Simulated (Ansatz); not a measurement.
Band structure of PbS (Fm-3m, 2 atoms in the cell).

```xyz
2
Lattice="0.0000 2.9700 2.9700 2.9700 0.0000 2.9700 2.9700 2.9700 0.0000" Properties=species:S:1:pos:R:3 pbc="T T T"
Pb     0.0000     0.0000     0.0000
S      2.9700     2.9700     2.9700
```

Level of theory: PBE (plane waves, PAW; Ansatz, a first-principles code).

Settings: kpoints.mp_grid.grid = 7 7 7; hamiltonian.xc = pbe; hamiltonian.pseudopotentials = {kind: paw} (the program's default PAW files); scf.occupations.method = fermi_dirac; scf.occupations.width = 0.05 eV; kpoints.band_path.npoints = 8.

The starting cell has typed, rounded lattice constants, without a prior relaxation at this level. Spin-orbit coupling is off.

**Question.** Predict the gap along the standard path and the places of the band edges.

**Answer.** The gap along the path is 0.37 eV, direct at L to within 0.01 eV.

Levels in eV from the top of the valence band on the path, bands 7 to 13:
| point | 7 | 8 | 9 | 10 | 11 | 12 | 13 |
|---|---|---|---|---|---|---|---|
| Γ | -6.04 | -2.16 | -2.16 | -2.16 | 5.20 | 5.20 | 5.20 |
| X | -7.18 | -5.16 | -3.42 | -3.42 | 3.87 | 5.56 | 5.67 |
| W | -7.92 | -4.40 | -4.40 | -1.02 | 2.19 | 4.66 | 4.66 |
| K | -7.95 | -4.75 | -2.92 | -2.47 | 3.32 | 4.12 | 5.04 |
| L | -8.82 | -1.77 | -1.77 | 0.00 | 0.37 | 1.97 | 1.97 |
| U | -7.95 | -4.75 | -2.92 | -2.47 | 3.32 | 4.12 | 5.04 |

Keys are those of Ansatz 0.2.
